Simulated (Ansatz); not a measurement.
Data:

```
CELL_PARAMETERS angstrom
      3.64862     0.00000     0.00000
      0.00000     3.64862     0.00000
      0.00000     0.00000    17.57997
ATOMIC_POSITIONS crystal
  O  0.25000 0.75000 0.43363
  Sr 0.75000 0.25000 0.42819
  O  0.75000 0.25000 0.56637
  Sr 0.25000 0.75000 0.57181
```

No spin polarisation.

All numbers come from r2SCAN, PAW, 500 eV (Ansatz, a quantum-chemistry and plane-wave program; no spin-orbit coupling). k-mesh 9×9×1 (Γ-centred); smearing 0.05 eV (Fermi–Dirac). The cell is a slab with vacuum along z.

**Question.** Predict the layer's space group, gap character, band gap and valence-band top at Γ.

**Answer.** The layer's space group (with vacuum) is P4/nmm (No. 129) and the gap character comes out as direct at Γ. The band gap is 2.61 eV and the valence-band top at Γ (three highest levels, from the VBM) is 0.00, 0.00, -0.15 eV.

Whether these cells are dynamically stable was not tested. The cell was made from SrO in the rock salt structure (space group Fm-3m, No. 225) by this change: a free-standing slab of 2 layers (4 atoms, 2 a layer) is cut normal to the z axis, with 15 Å of vacuum and the in-plane cell held at bulk.
